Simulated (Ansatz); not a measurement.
Ansatz (a quantum-chemistry and plane-wave program) run on Si16Mg5Pd10 (P1, 31 atoms in the cell): self-consistent single point.

Computed with LDA (PW92), default PAW files made with PBE (plane waves; Ansatz).

```yaml
crystal:
  lattice:
    - [0.00000, 6.29405, 6.29405]
    - [6.29405, 0.00000, 6.29405]
    - [6.29405, 6.29405, 0.00000]
  atoms:
    - { symbol: Si, position: [0.56838, 0.56763, 0.57263] }
    - { symbol: Si, position: [0.28902, 0.57072, 0.57096] }
    - { symbol: Si, position: [0.57959, 0.56591, 0.28609] }
    - { symbol: Si, position: [0.57367, 0.28788, 0.56885] }
    - { symbol: Mg, position: [0.34988, 0.35135, 0.35411] }
    - { symbol: Mg, position: [0.94800, 0.34942, 0.35275] }
    - { symbol: Mg, position: [0.35709, 0.35503, 0.94081] }
    - { symbol: Mg, position: [0.35352, 0.94149, 0.34898] }
    - { symbol: Si, position: [0.95278, 0.95177, 0.42155] }
    - { symbol: Si, position: [0.67392, 0.41339, 0.95540] }
    - { symbol: Si, position: [0.94881, 0.95971, 0.67843] }
    - { symbol: Si, position: [0.40980, 0.68109, 0.95403] }
    - { symbol: Si, position: [0.41522, 0.95660, 0.95159] }
    - { symbol: Si, position: [0.95522, 0.67721, 0.41233] }
    - { symbol: Si, position: [0.67739, 0.95337, 0.95464] }
    - { symbol: Si, position: [0.95444, 0.40806, 0.68211] }
    - { symbol: Si, position: [0.67273, 0.95384, 0.41662] }
    - { symbol: Si, position: [0.95517, 0.41489, 0.95328] }
    - { symbol: Si, position: [0.41524, 0.95131, 0.67407] }
    - { symbol: Si, position: [0.95634, 0.67798, 0.95498] }
    - { symbol: Mg, position: [0.00008, 0.99617, 0.00256] }
    - { symbol: Pd, position: [0.13082, 0.12906, 0.13071] }
    - { symbol: Pd, position: [0.60865, 0.13568, 0.12819] }
    - { symbol: Pd, position: [0.13093, 0.12927, 0.61021] }
    - { symbol: Pd, position: [0.12907, 0.61177, 0.13256] }
    - { symbol: Pd, position: [0.74178, 0.26294, 0.25803] }
    - { symbol: Pd, position: [0.74679, 0.25542, 0.73933] }
    - { symbol: Pd, position: [0.25788, 0.73853, 0.74153] }
    - { symbol: Pd, position: [0.25738, 0.74512, 0.25583] }
    - { symbol: Pd, position: [0.73511, 0.74821, 0.25166] }
    - { symbol: Pd, position: [0.25528, 0.25916, 0.74516] }
```

Reference input (self-consistent single point, DFT, LDA (PW92), plane waves, default PAW files made with PBE): basis.ecutwfc = 30.9 Ry; kpoints.mp_grid.grid = 3 3 3; hamiltonian.xc = lda; hamiltonian.pseudopotentials = {kind: paw} (the program's default PAW files); scf.occupations.method = cold; scf.occupations.width = 0.02 Ry. This run's input differs from it in these lines:

Ansatz 0.2 input:
```diff
@@ -40,3 +40,3 @@
 kpoints:
-  mp_grid: { grid: [3, 3, 3] }
+  mp_grid: { grid: [3, 3, 3], shift: [0.0, 0.0, 0.5] }
 hamiltonian:
```

Output, abridged:

```
SCF iter   1: F=—  HF=-87708.445705 eV  |F-HF|=—  |Δ(HF+E_count)|=         —  Δρ=7.26e-3  dr2=4.45e-1  ethr=1.77e-3  ⟨swp⟩=6.1  Hψ=9765  notcnv=0
all-band conjugate gradients solve this SCF's bands
preconditioner: auto → Kerker (q_TF=auto, 2.498 Å⁻¹)
SCF iter   2: F=—  HF=-87708.385160 eV  |F-HF|=—  |Δ(HF+E_count)|=   6.05e-2  S|Δr|=    0.00e0  Δρ=3.75e-3  dr2=1.92e-1  ethr=1.52e-4  ⟨swp⟩=1.0  Hψ=2870  notcnv=0
   [... lines left out ...]
SCF iter   8: F=—  HF=-87708.349251 eV  |F-HF|=—  |Δ(HF+E_count)|=   6.18e-7  S|Δr|=    0.00e0  Δρ=8.23e-6  dr2=7.55e-7  ethr=1.79e-9  ⟨swp⟩=2.0  Hψ=3838  notcnv=0
SCF iter   9: F=—  HF=-87708.349250 eV  |F-HF|=—  |Δ(HF+E_count)|=   1.03e-7  S|Δr|=    0.00e0  Δρ=3.19e-6  dr2=1.32e-7  ethr=2.57e-10  ⟨swp⟩=2.0  Hψ=3441  notcnv=0
SCF iter  10: F=-87708.349250 eV  HF=-87708.349250 eV  |F-HF|=1.42e-8  |Δ(HF+E_count)|=   1.74e-8  S|Δr|=    0.00e0  Δρ=1.39e-6  dr2=1.90e-8  ethr=3.40e-11  ⟨swp⟩=11.6  Hψ=10764  notcnv=0
SCF 1 converged in 10 iterations: F = -87708.349250 eV  dr2 = 1.90e-8
Stability not checked (fill_not_monotonic)
Free energy (F): -87708.349250 eV
Internal energy: -87708.227222 eV  (E = F + TS)
E sigma→0 (E₀):  -87708.308574 eV
Entropy (-TS):   -0.122028 eV (-3.936 meV/atom)
Fermi energy:    12.314419 eV
--- Forces (eV/Å), atoms counted from 1 ---
  atom   1  Si     0.31868872     0.40346899     0.71631637
  atom   2  Si     0.09359825    -0.56500641    -0.44731746
  atom   3  Si    -0.00250562    -0.87236220     0.21939487
  atom   4  Si    -0.28828966     0.34701853    -0.63719138
   [... lines left out ...]
  atom  31  Pd    -0.26008120     0.04258168     0.78765742
--- Stress (GPa, compression-positive) ---
       -4.237814       0.205839       0.044760
        0.205839      -4.853165       0.103564
        0.044760       0.103564      -4.599545
  P = ⅓ Tr σ = -4.5635 GPa (-45.635 kbar)
  The stress holds the Pulay correction. Without it, at fixed plane waves, as pw.x and ABINIT print it: P = -4.5976 GPa
```

The run converged in 10 iterations. Against the reference run the free energy falls by 1.4 meV/atom, the pressure hardly changes (-4.60 to -4.56 GPa) and the largest force goes from 1.030 to 1.067 eV/Å.

The starting cell comes from a database of published, mostly measured structures (it also holds non-ambient and calculated ones), without a prior relaxation at this level. Its atoms were displaced at random from the sites of space group no. 216. Spin polarisation is off. Forces in this geometry exceed 1 eV/Å. Ansatz's pressure includes its estimate of the finite-basis (Pulay) stress.

Cost on one core of a shared machine: roughly 3 min.
